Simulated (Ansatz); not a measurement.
## Rb in the bcc (W type) structure (space group Im-3m, No. 229)

Rb has the cubic space group Im-3m (No. 229), the bcc (W type) structure, Pearson symbol cI2. Lattice parameters: a = b = c = 5.575 Å, α = β = γ = 90.00°. Rb on 2a sees 8 Rb at 4.828 Å and 6 Rb at 5.575 Å. (Neighbours: up to the widest gap in distance over summed covalent radii, below 1.35, at either atom.)
(The calculation used a cell of 1 atom; values per cell refer to that cell.)

Method: PBEsol in Ansatz (plane waves to 420 eV, PAW, scalar-relativistic without spin-orbit coupling). Settings: 12×12×12 k-points, 0.05 eV Fermi–Dirac smearing.

```yaml
volume_per_atom: 86.64 Å³
density: 1.64 g/cm³
band_gap: zero
total_energy: -3216.991 eV/atom (σ→0; compares only within this code and set-up)
```

Whether these cells are dynamically stable was not tested. All final runs are without spin polarisation.

Ansatz is an electronic-structure program.
